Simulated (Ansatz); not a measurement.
## TiO2 with two functionals, pressure 4.2 GPa

Base system: TiO2 in the anatase structure (space group I4_1/amd, No. 141; a = 3.799 Å, c = 9.701 Å).

(Cell as relaxed with PBE.)

Levels (all Ansatz, a first-principles code, PAW): PBE (420 eV, scalar-relativistic without spin-orbit coupling); PBEsol (420 eV, no SOC).

Each level relaxes its own structure.

| base | PBE | PBEsol |
|---|---|---|
| volume per atom | 11.67 Å³ | 11.31 Å³ |
| lattice parameter a | 3.799 Å | 3.770 Å |
| band gap | 2.13 eV | 2.11 eV |

The change: a hydrostatic pressure of 4.2 GPa.

```tsv
quantity	PBE	PBEsol
volume per atom	11.39 Å³	11.06 Å³
c/a ratio	2.522	2.500
mean gap deformation potential ΔEg/Δln V	+0.9 eV	+1.6 eV
```

PBE's volume per atom lies 0.336 Å³ above PBEsol's (3.0 %); PBE's c/a ratio lies 0.022 above PBEsol's; PBE's mean gap deformation potential ΔEg/Δln V lies 0.7 eV below PBEsol's. Neither level is exact; PBEsol is the comparison here, not a measurement.

Load acts through the strain it causes; cell and atoms are relaxed under it. Stability against distortions was not tested. The final runs are not spin-polarised.
